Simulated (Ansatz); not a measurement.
An Ansatz (an electronic-structure program) input (PBEsol, PAW, 420 eV (Ansatz; no spin-orbit coupling)):

Ansatz 0.2 input:
```yaml
crystal:
  lattice:
    - [5.1712224005, 0, 0]
    - [0, 5.1712224005, 0]
    - [0, 0, 5.3274345747]
  atoms:
    - { symbol: Sr, position: [0.5, 0.5, 0.5953556829] }
    - { symbol: Zr, position: [0, 0, 0.0061402528] }
    - { symbol: Se, position: [0, 0, 0.4735349559] }
    - { symbol: Se, position: [0.5, 0, 0.9344845542] }
    - { symbol: Se, position: [0, 0.5, 0.9344845542] }
basis: { ecutwfc: 420, ecutrho_ratio: 4, xc_grid: 2, fft_grid_basis: typed }
kpoints: { mp_grid: { grid: [7, 7, 6] } }
hamiltonian:
  xc: pbesol
  dispersion: none
  pseudopotentials: { kind: paw }
scf: { occupations: { method: fermi_dirac, width: 0.05 }, convergence: { dr2_threshold: 0.0000000005 } }
output: { forces: true, stress: true }
checkpoint: { write: state.ck, write_every: 1000 }
```

Task: Which symmetry and how many k-points will the program report, and about how many plane waves at Γ?

Result: Space group P4mm (ITA 99) with 8 operations, k-points 40 of 294, and 2793 plane waves at Γ.

Whether these cells are dynamically stable was not tested. The cell was made from SrZrO3 by this change: O → Se; the result is a hypothetical phase, not in the database extracts checked.
